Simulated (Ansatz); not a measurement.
Consider Mg-vacancy pair (Mg on one host W site, one W site vacant) in bcc W, neutral cell. Computed with PBE, PAW (plane waves to 420 eV; Ansatz, a quantum-chemistry and plane-wave program).

36-site cell at the relaxed PBE lattice, a 2×2×3 k-point mesh shifted by half a step, smearing 0.10 eV, spin-restricted, no finite-size correction. Static, classical nuclei. Spin-orbit coupling is left out. Forms of the defect that were not tried may lie lower.

Barriers: single points on a 3×3×5 k-point mesh shifted by half a step at the bands' geometries.

Relaxed starting cell (atoms counted from 1):

```
CELL_PARAMETERS angstrom
      9.55287     0.00000     0.00000
      0.00000     9.55287     0.00000
      0.00000     0.00000     6.36858
ATOMIC_POSITIONS crystal
  Mg 0.01271 0.01329 0.02121
  W  0.99917 0.99964 0.50472
  W  0.99948 0.33140 0.00338
  W  0.00093 0.33048 0.49500
  W  0.99972 0.66996 0.00141
  W  0.99950 0.66556 0.50224
  W  0.33087 0.00010 0.00342
  W  0.33005 0.00151 0.49506
  W  0.32944 0.32997 0.00425
  W  0.33181 0.33240 0.49785
  W  0.33255 0.66517 0.00082
  W  0.33263 0.66632 0.50181
  W  0.66949 0.00029 0.00144
  W  0.66500 0.00009 0.50226
  W  0.66457 0.33316 0.00084
  W  0.66576 0.33322 0.50181
  W  0.66576 0.66636 0.00263
  W  0.66609 0.66669 0.50152
  W  0.16957 0.17008 0.73948
  W  0.16567 0.49663 0.25065
  W  0.16554 0.49869 0.75088
  W  0.17000 0.82834 0.25615
  W  0.16785 0.83349 0.75249
  W  0.49613 0.16626 0.25071
  W  0.49818 0.16613 0.75094
  W  0.49910 0.49969 0.25083
  W  0.49804 0.49865 0.75234
  W  0.50011 0.83354 0.25172
  W  0.49815 0.83476 0.75278
  W  0.82786 0.17053 0.25614
  W  0.83299 0.16837 0.75257
  W  0.83297 0.50064 0.25170
  W  0.83414 0.49869 0.75273
  W  0.83319 0.83373 0.25434
  W  0.83294 0.83347 0.75115
```

End state 1 differs by these moves (Å; atoms that move under 0.08 Å are left out):

```tsv
atom	element	Δx	Δy	Δz
1	Mg	1.33	1.33	1.34
3	W	-0.04	0.06	-0.04
7	W	0.06	-0.04	-0.04
22	W	-0.04	0.06	-0.04
30	W	0.06	-0.04	-0.04
```

### Question
Predict the forward and backward barriers to end state 1 from PBE, PAW.

### Answer
forward 0.55 eV, backward 0.55 eV; at the saddle point atom 1 has neighbours 4 W at 2.72, 2 W at 2.74, 4 W at 3.41, 2 W at 3.41 Å. The saddle point's order was not checked, and it lies on a symmetry element of the cell, where a band can be held.
